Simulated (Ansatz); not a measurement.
```yaml
crystal:
  lattice:
    - [0.00000, 2.59745, 2.59745]
    - [2.59745, 0.00000, 2.59745]
    - [2.59745, 2.59745, 0.00000]
  atoms:
    - { symbol: Sr, position: [0.50000, 0.50000, 0.50000] }
    - { symbol: O, position: [0.00000, 0.00000, 0.00000] }
```

Task: List the harmonic phonon frequencies (cm⁻¹; finite displacements on a 6×6×6 mesh, DFT at the PBE level (Ansatz, an electronic-structure program), k mesh 12×12×12) at q = (0.000, -0.500, -0.500), (0.000, 0.333, -0.500), (0.000, 0.167, -0.500), in fractions of this cell's reciprocal vectors. At Γ leave out the LO-TO shift.

Result: 
- (0.000, -0.500, -0.500): 122, 122, 177, 222, 222, 305
- (0.000, 0.333, -0.500): 117, 136, 175, 231, 258, 325
- (0.000, 0.167, -0.500): 105, 118, 203, 249, 263, 387
